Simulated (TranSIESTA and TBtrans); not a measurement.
Junction: Cu point contact of 4 atoms in a row between two rods, one bond stretched by the factor 1.25. Leads: fcc Cu rod along [100], layers of 5 and 4 atoms, a = 3.63 Å. Geometry: as built, not relaxed. Transport runs along z; the first 18 and the last 18 of the 71 atoms are the lead cells, repeated to infinity.

```xyz
71
Lattice="13.634 0.000 0.000 0.000 13.634 0.000 0.000 0.000 36.715" Properties=species:S:1:pos:R:3 pbc="F F T"
Cu     6.817     6.817     0.000
Cu     9.384     6.817     0.000
Cu     6.817     9.384     0.000
Cu     4.250     6.817     0.000
Cu     6.817     4.250     0.000
Cu     8.100     8.100     1.815
Cu     5.533     8.100     1.815
Cu     8.100     5.533     1.815
Cu     5.533     5.533     1.815
Cu     6.817     6.817     3.630
Cu     9.384     6.817     3.630
Cu     6.817     9.384     3.630
Cu     4.250     6.817     3.630
Cu     6.817     4.250     3.630
Cu     8.100     8.100     5.445
Cu     5.533     8.100     5.445
Cu     8.100     5.533     5.445
Cu     5.533     5.533     5.445
Cu     6.817     6.817     7.260
Cu     9.384     6.817     7.260
Cu     6.817     9.384     7.260
Cu     4.250     6.817     7.260
Cu     6.817     4.250     7.260
Cu     8.100     8.100     9.075
Cu     5.533     8.100     9.075
Cu     8.100     5.533     9.075
Cu     5.533     5.533     9.075
Cu     6.817     6.817    10.890
Cu     9.384     6.817    10.890
Cu     6.817     9.384    10.890
Cu     4.250     6.817    10.890
Cu     6.817     4.250    10.890
Cu     8.100     8.100    12.705
Cu     5.533     8.100    12.705
Cu     8.100     5.533    12.705
Cu     5.533     5.533    12.705
Cu     6.817     6.817    14.520
Cu     6.817     6.817    16.881
Cu     6.817     6.817    19.833
Cu     6.817     6.817    22.195
Cu     8.100     8.100    24.010
Cu     5.533     8.100    24.010
Cu     8.100     5.533    24.010
Cu     5.533     5.533    24.010
Cu     6.817     6.817    25.825
Cu     9.384     6.817    25.825
Cu     6.817     9.384    25.825
Cu     4.250     6.817    25.825
Cu     6.817     4.250    25.825
Cu     8.100     8.100    27.640
Cu     5.533     8.100    27.640
Cu     8.100     5.533    27.640
Cu     5.533     5.533    27.640
Cu     6.817     6.817    29.455
Cu     9.384     6.817    29.455
Cu     6.817     9.384    29.455
Cu     4.250     6.817    29.455
Cu     6.817     4.250    29.455
Cu     8.100     8.100    31.270
Cu     5.533     8.100    31.270
Cu     8.100     5.533    31.270
Cu     5.533     5.533    31.270
Cu     6.817     6.817    33.085
Cu     9.384     6.817    33.085
Cu     6.817     9.384    33.085
Cu     4.250     6.817    33.085
Cu     6.817     4.250    33.085
Cu     8.100     8.100    34.900
Cu     5.533     8.100    34.900
Cu     8.100     5.533    34.900
Cu     5.533     5.533    34.900
```

Run with TranSIESTA and TBtrans (open boundaries, self-consistent; PseudoDojo norm-conserving potentials, scalar-relativistic): PAO.BasisSize SZP, PAO.EnergyShift 0.15 eV, XC.Authors PBE, Mesh.Cutoff 150 Ry, ElectronicTemperature 300 K, TBT.Elecs.Eta 0.001 eV, no spin polarisation.

**Question.** Give the current of both spins against bias, self-consistently and from the zero-bias transmission integrated over the bias window.

**Answer.** 
| V (V) | I self-consistent (μA) | I from the zero-bias T(E) (μA) |
|---|---|---|
| 0.2 | 15.2 | 15.4 |
| 0.4 | 29.6 | 32.1 |
| 0.6 | 35.9 | 47.4 |

Positive bias raises the left lead's chemical potential. The energy step is 0.02 eV; narrower resonances are cut or missed.

The leads' channel count changes near 0.01 eV, within the thermal window, so values at the Fermi level hang on where that band edge falls.
